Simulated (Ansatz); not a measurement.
NiTe₂ (P-3m1, No. 164, 3 atoms in the cell; start mp-2578) was calculated with LDA in Ansatz (plane waves, PAW).

Run with plane-wave cutoff 520 eV, 18×18×10 k mesh (along the axes of the cell as run), Fermi–Dirac smearing 0.05 eV, no spin polarisation, scalar-relativistic PAW data made under PBE.

Cell (relaxed at this level):

```cif
data_NiTe2
_chemical_formula_sum 'Ni1 Te2'
_space_group_name_H-M_alt 'P 1'
_space_group_IT_number 1
_cell_length_a 3.80179
_cell_length_b 3.80179
_cell_length_c 5.09582
_cell_angle_alpha 90.000
_cell_angle_beta 90.000
_cell_angle_gamma 120.000
loop_
_space_group_symop_operation_xyz
  'x, y, z'
loop_
_atom_site_label
_atom_site_type_symbol
_atom_site_fract_x
_atom_site_fract_y
_atom_site_fract_z
_atom_site_occupancy
Ni1 Ni 0.00000 0.00000 0.00000 1
Te1 Te 0.33333 0.66667 0.25179 1
Te2 Te 0.66667 0.33333 0.74821 1
```

**Question.** Predict the bulk modulus.

**Answer.** 
- bulk modulus = 69.6 GPa

The run finds no gap.

Note: the bulk modulus is −V dP/dV from two relaxed cells at ±2 % in volume; the relaxation could not lower the start's symmetry, so the cell can be a saddle point above a distorted one.

Spin–orbit coupling is not included; it can open a gap where bands touch, and shift volumes and moduli.

Computed values are for the static lattice.

A start named mp-… is a Materials Project structure, which need not be a measured phase.

Ansatz is a program for electronic structure.
